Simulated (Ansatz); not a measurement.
**Cs2PtH6: element substitutions**

Take Cs2PtH6 (space group Fm-3m, No. 225; a = 8.9775 Å; a cell from a computed database, its experimental status unchecked) as the base.

Each row replaces one element on all its sites; cell and atoms are relaxed.

Computed with r2SCAN, PAW, 500 eV (Ansatz, a first-principles code; scalar-relativistic without spin-orbit coupling).

Problem. Only one of these has no band gap. Which?
(A) Cs → K
(B) H → Li
(C) Pt → S

Solution. B, H → Li. Computed: H → Li: zero; Pt → S: 0.98 eV; Cs → K: 4.36 eV

Spin-orbit coupling, missing from the scalar runs, can matter with Pt. No phonon test of stability was made. As relaxed here, Cs2Li6Pt and Cs2H6S are hypothetical phases, not in the database extracts checked. For K2PtH6 in this form, whether it has been made was not checked. The final runs are not spin-polarised. Cs2Li6Pt has a high density of states at the Fermi level and may be magnetic at this level.
